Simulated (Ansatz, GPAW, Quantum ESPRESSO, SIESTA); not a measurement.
One structure in several programs: TiNbB₄ (P1, 6 atoms in the cell)

Self-consistent single point, at a second geometry (atoms moved at random). First geometry:

```yaml
crystal:
  lattice:
    - [3.08703, 0.00000, 0.00000]
    - [-1.54351, 2.67345, 0.00000]
    - [0.00000, 0.00000, 6.59943]
  atoms:
    - { symbol: Ti, position: [0.00000, 0.00000, 0.50000] }
    - { symbol: Nb, position: [0.00000, 0.00000, 0.00000] }
    - { symbol: B, position: [0.33333, 0.66667, 0.74077] }
    - { symbol: B, position: [0.66667, 0.33333, 0.25923] }
    - { symbol: B, position: [0.66667, 0.33333, 0.74077] }
    - { symbol: B, position: [0.33333, 0.66667, 0.25923] }
```

Second geometry:
```
TiNbB4
1.0
    3.08703     0.00000     0.00000
   -1.54351     2.67345     0.00000
    0.00000     0.00000     6.59943
Ti Nb B
1 1 4
Direct
  0.99768   0.99758   0.49549
  0.98370   0.97944   0.00459
  0.33189   0.65622   0.74091
  0.66387   0.34703   0.26041
  0.67414   0.33398   0.73094
  0.34872   0.68574   0.26766
```

Shared settings, as Ansatz (an electronic-structure program) writes them: kpoints.mp_grid.grid = 10 10 4; scf.occupations.method = fermi_dirac; scf.occupations.width = 0.1 eV. Potentials and cutoffs stand in the table.

```json
[
 {"code": "GPAW", "model": "PBEsol, GPAW PAW datasets PBEsol (made by gpaw-setup)", "ΔF from the first geometry (meV/atom)": "24.1", "pressure (GPa)": "–", "largest force (eV/Å)": "1.160", "cutoff": "900 eV"},
 {"code": "Ansatz", "model": "PBEsol, PAW files made with PBE", "ΔF from the first geometry (meV/atom)": "23.0", "pressure (GPa)": "-9.81", "largest force (eV/Å)": "1.126", "cutoff": "default"},
 {"code": "SIESTA", "model": "GGA PBEsol, numerical atomic orbitals DZP, PseudoDojo PBEsol standard norm-conserving potentials (rewritten from UPF to PSML)", "ΔF from the first geometry (meV/atom)": "24.0", "pressure (GPa)": "-8.43", "largest force (eV/Å)": "1.185", "cutoff": "grid 400 Ry"},
 {"code": "Quantum ESPRESSO", "model": "PBEsol, SSSP 1.1.2 efficiency (PBE) pseudopotentials", "ΔF from the first geometry (meV/atom)": "22.9", "pressure (GPa)": "-10.20", "largest force (eV/Å)": "1.119", "cutoff": "50 Ry"}
]
```

Size of the force on each atom (eV/Å): Sizes of forces hide their directions.

```json
[
 {"code": "GPAW", "Ti1": "0.651", "Nb2": "0.978", "B3": "0.296", "B4": "0.716", "B5": "0.974", "B6": "1.160"},
 {"code": "Ansatz", "Ti1": "0.644", "Nb2": "0.982", "B3": "0.282", "B4": "0.702", "B5": "0.932", "B6": "1.126"},
 {"code": "SIESTA", "Ti1": "0.639", "Nb2": "0.977", "B3": "0.341", "B4": "0.761", "B5": "0.972", "B6": "1.185"},
 {"code": "Quantum ESPRESSO", "Ti1": "0.643", "Nb2": "0.981", "B3": "0.278", "B4": "0.696", "B5": "0.927", "B6": "1.119"}
]
```

A dash marks a value that a program does not give, or that is left out as unsure.

On Ansatz's run: spin polarisation is off.

The spread over the programs that give each value: ΔF from the first geometry within 1.2 meV/atom; pressure within 1.77 GPa; largest force within 0.066 eV/Å.

SIESTA uses small atom-centred bases, whose incompleteness enters pressures, forces and empty levels differently from a plane-wave cutoff. Ansatz's pressure is given at a fixed set of plane waves, as the other plane-wave codes print theirs; with its correction for the finite basis it is -9.68 GPa. The pressure of GPAW is left out: its cutoff lies under the one at which its stress was checked. In the pressure, SIESTA (by 1.58) lies more than 1 GPa from the median of the plane-wave programs. In the force vectors, SIESTA (by 0.095) lies more than 0.08 eV/Å from the median of the plane-wave programs.

The starting cell comes from a database of computed structures (which also holds hypothetical and non-ambient phases and stackings), without a prior relaxation at this level. Its lattice was rescaled by a random factor within 2.5 % of one. For this run, on top of that: atoms moved at random.

Left out of this page: FLEUR (stopped by limits of time or memory).

Keys are those of Ansatz 0.2.
